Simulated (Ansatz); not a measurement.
Cubic perovskite SrVO₃ was calculated with PBE-D3(BJ) (plane waves, PAW; Ansatz, a first-principles code).

Settings: plane-wave cutoff 520 eV, 14×14×14 k mesh, Fermi–Dirac smearing 0.05 eV, no spin polarisation, scalar-relativistic PAW data made under PBE.

Pressure at four volumes; x = ln(V/11.248 Å³). One pressure is withheld.

| V (Å³/atom) | x | P (GPa) |
|---|---|---|
| 10.573 | -0.0619 | ? |
| 10.798 | -0.0408 | 8.49 |
| 11.248 | 0.0000 | 0.00 |
| 11.923 | 0.0583 | -9.72 |

Q: Pass a parabola P(x) through the three rows shown, estimate the bulk modulus and its pressure derivative near zero pressure, and predict the withheld pressure.

A: Slopes between the rows: (0.00 − (8.49))/(0.0000 − (-0.0408)) = -208.09 and (-9.72 − (0.00))/(0.0583 − (0.0000)) = -166.72 GPa. Their difference over the span 0.0991 is c = 41.37/0.0991 = 417.5 GPa, so P(x) = 8.49 + (-208.09)(x − (-0.0408)) + 417.5 (x − (-0.0408))(x − (0.0000)). At the middle row B = −dP/dx = −[-208.09 + 417.5 × 0.0408] = 191.1 GPa, and B′ = dB/dP = 2c/B = 4.4. At x = -0.0619 the parabola gives 13.43 GPa; the run gives 13.48 GPa. The Birch–Murnaghan fit to the energies at all volumes has B0 = 190 GPa and B′ = 4.4.
